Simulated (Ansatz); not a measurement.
Start from HgS in the zinc blende structure (space group F-43m, No. 216; a = 5.812 Å). Axes: x, y, z lie along the cube axes.

The values are results of plane-wave PAW DFT at the LDA level (Ansatz, a first-principles code, 420 eV), without spin-orbit coupling, not measurements.

Base values:

- Pressure = 0.0 GPa
- Shortest interatomic distance = 2.517 Å
- Band gap = zero

Modification: the cell is stretched by 2.00 % along z with no lateral relaxation, atoms relaxed at fixed cell.

Predict the new pressure, energy relative to the base, shortest interatomic distance and band gap.

The pressure (mean of the normal stresses, compression positive) goes from zero to -1.3 GPa; the energy grows by 2.4 meV/atom; the shortest interatomic distance increases by 0.017 Å (2.517 Å → 2.534 Å); the band gap is still zero.

The mesh was chosen for an insulator and is coarse for the gapless case. With Hg present, leaving out spin-orbit coupling can change the band edges. The cells carry an imposed strain or load. Stability against distortions was not tested. All final runs are without spin polarisation. A zero or small gap of HgS can be the functional's error rather than a property of the material.
